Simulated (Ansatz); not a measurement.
Take AlN in the wurtzite structure (space group P6_3mc, No. 186) as the base.

```yaml
crystal:
  lattice:
    - [3.13023, 0.00000, 0.00000]
    - [-1.56512, 2.71086, 0.00000]
    - [0.00000, 0.00000, 5.01801]
  atoms:
    - { symbol: Al, position: [0.33333, 0.66667, 0.00023] }
    - { symbol: Al, position: [0.66667, 0.33333, 0.50023] }
    - { symbol: N, position: [0.33333, 0.66667, 0.38177] }
    - { symbol: N, position: [0.66667, 0.33333, 0.88177] }
```

Computed with plane-wave PAW DFT at the PBE level (Ansatz, a quantum-chemistry and plane-wave program, 420 eV), no spin-orbit coupling.

For the base:

- Valence-band top at Γ = 0.00, -0.20, -0.20 eV
- Width of the top valence band = 2.34 eV

Modification: an isotropic linear strain of −1.80 %; the atoms relax in the strained cell.

Task: What happens to the valence-band top at Γ, mean gap deformation potential ΔEg/Δln V, energy relative to the base and width of the top valence band?

Result: The valence-band top at Γ (three highest levels, from the VBM) changes from 0.00, -0.20, -0.20 eV to 0.00, -0.22, -0.22 eV; the mean gap deformation potential ΔEg/Δln V amounts to -8.7 eV; the energy grows by 20 meV/atom; the width of the top valence band increases by 0.09 eV (2.34 eV → 2.43 eV).

No phonon test of stability was made.
